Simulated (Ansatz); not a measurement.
## Response to strain in MoSi2

Start from MoSi₂ (space group I4/mmm, No. 139; a = 3.190 Å, c = 7.822 Å; relaxed with 0.1 eV smearing). Axes: x, y, z lie along a, b, c of the conventional cell.

Strains are applied to the cell and any free atomic positions relax.

All numbers come from DFT with PBEsol, PAW potentials and a 420 eV plane-wave cutoff in Ansatz (a program for electronic structure), scalar-relativistic without spin-orbit coupling.

Notes on the quantities. energy relative to the base: free energy F.

```json
[
 {"uniaxial strain ε_xx (%)": "-3", "energy relative to the base (meV/atom)": "16.2"},
 {"uniaxial strain ε_xx (%)": "-2.5", "energy relative to the base (meV/atom)": "11.2"},
 {"uniaxial strain ε_xx (%)": "-2", "energy relative to the base (meV/atom)": "7.1"},
 {"uniaxial strain ε_xx (%)": "-1.5", "energy relative to the base (meV/atom)": "3.9"},
 {"uniaxial strain ε_xx (%)": "-1", "energy relative to the base (meV/atom)": "1.7"},
 {"uniaxial strain ε_xx (%)": "-0.5", "energy relative to the base (meV/atom)": "?"},
 {"uniaxial strain ε_xx (%)": "0", "energy relative to the base (meV/atom)": "0.0"}
]
```

Problem. Fit ΔE = Aε² + Bε³ (ε in %) to the rows shown and predict the withheld row.

Solution. Least squares on the printed values gives A = 1.70 and B = -0.033 meV/atom (largest residual 0.0 meV/atom); this predicts 0.4 meV/atom, and the run gives 0.4 meV/atom, in agreement.

No phonon test of stability was made. The final runs are not spin-polarised.
